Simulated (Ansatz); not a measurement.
## KBr: biaxial strain +2.08 %, plane normal [111], relaxed out of plane

Base system: KBr in the rock salt structure (space group Fm-3m, No. 225; a = 6.549 Å). Axes: x, y, z lie along the cube axes.

The change: tensile biaxial strain of 2.08 % in the plane normal to [111], as in epitaxy on a mismatched substrate; the out-of-plane cell vector and the atoms relax.

All numbers come from DFT with PBEsol, PAW potentials and a 420 eV plane-wave cutoff in Ansatz (an electronic-structure program), no SOC. k-mesh 9×9×9 (Γ-centred); smearing 0.05 eV (Fermi–Dirac).

The volume per atom rises by 0.64 Å³, from 35.11 Å³ to 35.75 Å³ and the space group becomes R-3m (No. 166) (base: Fm-3m (No. 225)). The shortest interatomic distance rises by 0.021 Å to 3.296 Å and the energy goes up by 1.9 meV/atom. The band gap shrinks by 0.114 eV to 4.22 eV and the gap character is still direct at Γ. The electron mass stays 0.37 mₑ (at Γ) and the hole mass comes out as 0.62 mₑ out of plane, 2.6 mₑ in plane (at Γ). The valence-band top at Γ (three highest levels, from the VBM) becomes 0.00, -0.09, -0.09 eV (base: 0.00, 0.00, 0.00 eV) and the valley order (the lowest conduction-band minima on the path, energy above the VBM, named in the base's zone) goes from Γ 4.34 eV; X along ⟨100⟩ 5.72 eV to Γ 4.22 eV; X along [001] 5.68 eV. The out-of-plane strain comes out as -2.28 % and the ratio −ε⊥/ε∥ is 1.10. The mean in-plane stress (compression positive) is -0.4 GPa.

Final structure (turned so that z lies along the plane normal):

```
CELL_PARAMETERS angstrom
      4.72721     0.00000     0.00000
      2.36361     4.09389     0.00000
      2.36361    -1.36463     3.69485
ATOMIC_POSITIONS crystal
  K  0.00000 0.00000 0.00000
  Br 0.00000 0.50000 0.50000
```

Masses are band curvatures over ±0.01 Å⁻¹ around the edge. Stability against distortions was not tested. k-point labels follow each cell's own Brillouin zone.
